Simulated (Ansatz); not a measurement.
Start from Zr in the hcp (Mg type) structure (space group P6_3/mmc, No. 194; a = 3.244 Å, c = 5.158 Å; relaxed with 0.1 eV smearing).

The values are results of Ansatz (a first-principles code) r2SCAN, spin-orbit coupling left out, not measurements.

Strains are applied to the cell and any free atomic positions relax.

One change was made to it. Results:

The energy increases by 1.5 meV/atom; the pressure (mean of the normal stresses, compression positive) goes from zero to -1.4 GPa.

Problem. What was done to the base?
(A) isotropic strain +3.00 %
(B) isotropic strain +1.50 %
(C) isotropic strain +0.50 %

Solution. C, isotropic strain +0.50 %. For comparison, the energy relative to the base in the other runs: isotropic strain +3.00 % gives +53 meV/atom; isotropic strain +1.50 % gives +14 meV/atom.

No phonon test of stability was made. All final runs are without spin polarisation.
